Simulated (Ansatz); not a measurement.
# Thickness series in hypothetical P6_3/mmc SiS2

Start from SiS$_{2}$ in the 2H-MoS2 type structure (space group P6_3/mmc, No. 194; a hypothetical phase, not in the database extracts checked; layered, stacked along the Cartesian z axis).

```
CELL_PARAMETERS angstrom
      3.20968     0.00000     0.00000
     -1.60484     2.77967     0.00000
      0.00000     0.00000    11.76768
ATOMIC_POSITIONS crystal
  Si 0.33333 0.66667 0.25000
  Si 0.66667 0.33333 0.75000
  S  0.33333 0.66667 0.62629
  S  0.66667 0.33333 0.12629
  S  0.66667 0.33333 0.37371
  S  0.33333 0.66667 0.87371
```

Free-standing slabs (3 atom(s) a layer) normal to the stacking axis with 15 Å of vacuum; in-plane cell relaxed.

Level of theory: Ansatz (a first-principles code) PBE-D3(BJ), no spin-orbit coupling, earlier PAW set.

Notes on the quantities. excess energy per area of both faces: slab less bulk energy over the cell's area: twice a surface energy; uncertain by up to 0.2 J/m².

```tsv
case	band gap	excess energy per area of both faces	shortest interatomic distance
base	zero	–	2.357 Å
1 layer	0.13 eV	0.40 J/m²	2.359 Å
2 layers	zero	0.4 J/m²	2.358 Å
3 layers	zero	0.4 J/m²	2.357 Å
```

Slab and bulk use different k-meshes, which limits the precision of the excess energy. No phonon test of stability was made. The final runs are not spin-polarised. The zero or small gap of SiS2 can change with the level of theory.
